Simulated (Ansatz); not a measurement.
## Y (model structure, started from the diamond type, Fd-3m, No. 227, 2 atoms in the cell): lattice constant a by level of theory

No measured value is used here.

```json
[
 {"level (code)": "LDA (Ansatz)", "value (Å)": "6.618"},
 {"level (code)": "PBE (Ansatz)", "value (Å)": "7.032"},
 {"level (code)": "PBEsol (Ansatz)", "value (Å)": "6.826"},
 {"level (code)": "r²SCAN (Ansatz)", "value (Å)": "6.920"}
]
```

The crystal itself was run without spin with r²SCAN; a magnetic state was not tried in these runs. Cutoffs differ between the levels. Ansatz's density-functional and Hartree–Fock values are scalar-relativistic unless marked +SOC, with PAW data made under PBE.

A model structure was made by putting elements into a prototype or built by hand; it is no filed structure, need not be a known phase, and can be a saddle point held by its symmetry.

Ansatz is a program for electronic structure.
